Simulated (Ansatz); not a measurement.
L1₀ (CuAu-type) TiAl was calculated with PBE-D3(BJ) (plane waves, PAW; Ansatz, a quantum-chemistry and plane-wave program).

Numerical settings: plane-wave cutoff 520 eV, 22×22×16 k mesh (along the axes of the cell as run), Fermi–Dirac smearing 0.04 eV (set by the program), no spin polarisation, scalar-relativistic PAW data made under PBE.

Computed at the level's own relaxed cell.

Elastic tensor (GPa, Voigt notation, ions relaxed):

```
  211.2    67.7    92.0     0.0     0.0     0.0
   67.7   211.2    92.0     0.0     0.0     0.0
   92.0    92.0   183.0     0.0     0.0     0.0
    0.0     0.0     0.0   127.1     0.0     0.0
    0.0     0.0     0.0     0.0   127.1     0.0
    0.0     0.0     0.0     0.0     0.0    45.4
```

Problem. Work out the Voigt, Reuss and Hill averages of the bulk and shear moduli, Young's modulus and Poisson's ratio from the printed constants.

Solution. K_V = [C11 + C22 + C33 + 2(C12 + C13 + C23)]/9 = [605.4 + 2 × 251.7]/9 = 123.2 GPa. G_V = [605.4 − 251.7 + 3 × 299.6]/15 = 83.5 GPa. From the compliances S = C⁻¹, K_R = 123.2 and G_R = 68.1 GPa. Hill means: K = 123.2, G = 75.8 GPa. E = 9KG/(3K + G) = 189 GPa, ν = (3K − 2G)/(6K + 2G) = 0.24, K/G = 1.63.

Measured, for comparison: elastic constant C11 187 GPa, elastic constant C12 75 GPa, elastic constant C44 109 GPa, elastic constant C33 183 GPa, elastic constant C13 75 GPa, elastic constant C66 81 GPa (0 K, extrapolated to 0 K, Ti-56 at.% Al crystal; axes of the face-centred tetragonal cell; as tabulated in Qi et al. (2023), arXiv:2305.11825). Computed (rounded) less measured: elastic constant C11 +13 %, elastic constant C12 -10 %, elastic constant C44 +17 %, elastic constant C33 0.0 %, elastic constant C13 +23 %, elastic constant C66 -44 %.

Note: the dispersion coefficients are held fixed in the derivatives.

Computed values are for the static lattice.
